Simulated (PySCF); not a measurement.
PySCF 2.14.0, CCSD(T) (frozen core)/cc-pvdz: bromine (BrBr), 2 atoms. The geometry is a generated start, not checked to be a minimum at this level.

- task: ccsd(t)
- basis: cc-pvdz
- two-electron scheme: exact four-centre integrals
- frozen core: true
- mol.max_memory: 7000 MB
- mf.init_guess: minao (default)
- mf.DIIS: CDIIS (default)
- mf.diis_space: 8 (default)
- mf.conv_tol: 1e-09 (default)
- basis functions (reference run): 54

```xyz
2

Br     1.1424    -0.0176     0.0092
Br    -1.1424     0.0176    -0.0092
```
Charge 0, spin multiplicity 1.

Differences are taken against the run with mycc.conv_tol = 1e-09 Hartree, mycc.conv_tol_normt = 1e-07; no run here is proven converged. Single runs; times are not shown.

Settings tried, all else as in the reference:
- mycc.conv_tol = 1e-05 Hartree, mycc.conv_tol_normt = 0.0001
- mycc.conv_tol = 1e-07 (default), mycc.conv_tol_normt = 1e-05 (default)
- mycc.conv_tol = 0.001 Hartree, mycc.conv_tol_normt = 0.01
- mycc.conv_tol = 0.0001 Hartree, mycc.conv_tol_normt = 0.001

**Question.** Which of these stay within 0.10 meV/atom in energy of the reference run?

**Answer.** Within it: mycc.conv_tol = 1e-07 (default), mycc.conv_tol_normt = 1e-05 (default); mycc.conv_tol = 1e-05 Hartree, mycc.conv_tol_normt = 0.0001. Outside: mycc.conv_tol = 0.0001 Hartree, mycc.conv_tol_normt = 0.001; mycc.conv_tol = 0.001 Hartree, mycc.conv_tol_normt = 0.01.

| setting | CCSD iterations | energy against the reference |
|---|---|---|
| the reference | 14 | — |
| mycc.conv_tol = 1e-07 (default), mycc.conv_tol_normt = 1e-05 (default) | 8 | under 0.001 meV/atom |
| mycc.conv_tol = 1e-05 Hartree, mycc.conv_tol_normt = 0.0001 | 7 | −0.0017 meV/atom |
| mycc.conv_tol = 0.0001 Hartree, mycc.conv_tol_normt = 0.001 | 5 | +0.14 meV/atom |
| mycc.conv_tol = 0.001 Hartree, mycc.conv_tol_normt = 0.01 | 4 | −1.1 meV/atom |

Total energies are compared; such shifts often cancel in part in energy differences. The tolerance is a choice made for this comparison.
